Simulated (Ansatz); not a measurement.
Given:

End structure of the (311) surface of alpha tin in its 1x1 cell, outermost plane spacing 1.51 Å in the ideal cut:

```
CELL_PARAMETERS angstrom
      4.70718     0.00000     0.00000
     -2.35359     7.80597     0.00000
      0.00000     0.00000    28.00000
ATOMIC_POSITIONS crystal
  Sn 0.11797 0.22306 0.34246
  Sn 0.72931 0.44668 0.33670
  Sn 0.92302 0.83674 0.36095
  Sn 0.45708 0.90497 0.41972
  Sn 0.63458 0.27508 0.43384
  Sn 0.18004 0.36524 0.49030
  Sn 0.36540 0.72564 0.50970
  Sn 0.91088 0.81583 0.56615
  Sn 0.08840 0.18594 0.58028
  Sn 0.62246 0.25418 0.63906
  Sn 0.81613 0.64424 0.66330
  Sn 0.42747 0.86785 0.65754
```

Set-up: 12 atoms, 11.5 Å thick at the start; mesh 8x5x1; 0.1 eV smearing; dipole correction on; all atoms relaxed; held to the part of the start's symmetry that mesh and held atoms allow; no spin, no spin-orbit, no U.

Question: Estimate the surface energy (mean of both faces) that PBE (Ansatz, an electronic-structure program) returns for this input.

Answer: 36 meV/Å^2

Question: Estimate the work function of the top face that PBE returns for this input.

Answer: 4.10 eV
